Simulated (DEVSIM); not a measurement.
**abrupt GaSb p-n junction**

System: abrupt GaSb p-n junction, at 300 K.

```
layer (left to right)  material  thickness (μm)  Nd (cm⁻³)  Na (cm⁻³)   τn (s)   τp (s)
---------------------  --------  --------------  ---------  ---------  -------  -------
1                          GaSb            29.0          -     1.1e17  5.9e-10  5.9e-10
2                          GaSb            5.40     1.5e16          -  5.9e-10  5.9e-10
```

Left contact: ohmic. Right contact: ohmic. Voltage is applied to the left contact. Recombination: SRH at mid-gap, radiative. Mobility is constant in doping.

Constants are typed, rounded textbook-type inputs, not results; the design itself was drawn at random and stands for no fabricated device. Values at 300 K.

| parameter | GaSb |
|---|---|
| gap (eV) | 0.726 |
| affinity (eV) | 4.06 |
| permittivity | 15.7 |
| Nc (cm⁻³) | 2.1e17 |
| Nv (cm⁻³) | 1.8e19 |
| μn (cm²/Vs) | 5000 |
| μp (cm²/Vs) | 850 |
| B (cm³/s) | 1e-10 |

DEVSIM, 1D drift-diffusion, Boltzmann statistics, complete ionisation; no tunnelling, impact ionisation, image-force lowering or self-heating.

```
Quantity                                           Result
---------------------------------------------  ----------
Potential step across the device at zero bias     0.526 V
Largest field in the device at zero bias       38000 V/cm
Dark forward voltage at 1 A/cm²                   0.296 V
Dark forward voltage at 100 A/cm²                 0.451 V
```

Dark forward current:

(V (V), J (A/cm²)): (0.05, 0.0013); (0.10, 0.0050); (0.20, 0.059); (0.25, 0.24); (0.35, 6.0); (0.40, 29); (0.45, 98); (0.55, 380); (0.60, 560); (0.65, 750); (0.75, 1200); (0.80, 1400); (0.90, 1900); (0.95, 2200)

Small-signal capacitance in reverse bias (quasi-static):

| V (V) | C (nF/cm²) |
|---|---|
| -0.2 | 46.7 |
| -0.5 | 38.8 |
| -1 | 31.6 |
| -1.5 | 27.3 |
| -2 | 24.4 |
| -3 | 20.6 |
